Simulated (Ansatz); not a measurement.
Functionals compared on a constructed model of the (111) surface of fcc Al, a pseudomorphic layer of Mo in the host's stacking (bottom of the slab: a bare face, its two planes held), in Ansatz (plane waves, PAW). The structure was relaxed with PBE; the other rows are single points on it. Cutoff 420 eV (500 eV for r2SCAN).

Set-up: 7 atoms, 14.0 Å thick at the start with caps and adatoms; mesh 15x15x1; 0.1 eV smearing; dipole correction on; 2 atoms held, the rest relaxed; symmetry of the start imposed; no spin, no spin-orbit, no U. In PBE it is, or lies within 0.01 eV a 1x1 cell of, the lowest of the 2 structures of its composition computed so far; subsurface sites and larger cells were not tried. These notes are the PBE run's.

```tsv
functional	work function of the top face (eV)	rough cost of the single point
PBE	5.24	–
RPBE	(withheld)	very roughly 7 core-seconds
r2SCAN	5.38	roughly 15 core-seconds
```

**Question.** Complete the blanks.

**Answer.** 
- RPBE, work function of the top face (eV): 5.10

Ansatz is an electronic-structure program.
